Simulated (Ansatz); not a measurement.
The reference is Ca(OH)2 (space group P-3m1, No. 164; layered).

```
Ca(OH)2
1.0
    3.56116     0.00000     0.00000
   -1.78058     3.08405     0.00000
    0.00000     0.00000     4.76765
Ca H O
1 2 2
Cartesian
  0.00000   0.00000   0.00000
  1.78058   1.02802   2.65387
  0.00000   2.05603   2.11379
  1.78058   1.02802   3.62910
  0.00000   2.05603   1.13855
```

Method: Kohn–Sham DFT with the PBEsol functional, run in Ansatz (an electronic-structure program) with PAW and 420 eV plane waves, no SOC.

One change was made to it. Results:

```tsv
quantity	base	after
valence-band top at Γ (three highest levels, from the VBM)	0.00, 0.00, -1.22 eV	0.00, 0.00, -1.34 eV
electron mass	0.53 mₑ along c, 0.45 mₑ across (at Γ)	0.52 mₑ along c, 0.44 mₑ across (at Γ)
band gap	4.19 eV	4.46 eV
```

**Question.** Which change produced these results?
A) pressure 3 GPa
B) pressure 7.5 GPa
C) pressure 0.3 GPa
D) pressure 10 GPa

**Answer.** A, pressure 3 GPa. For comparison, the band gap in the other runs: pressure 0.3 GPa gives 4.22 eV; pressure 10 GPa gives 4.88 eV; pressure 7.5 GPa gives 4.75 eV.

Load acts through the strain it causes; cell and atoms are relaxed under it. Effective masses come from finite differences of ±0.01 Å⁻¹. Stability against distortions was not tested. Competing high-pressure phases were not computed. No dispersion term is included in the PBEsol runs.
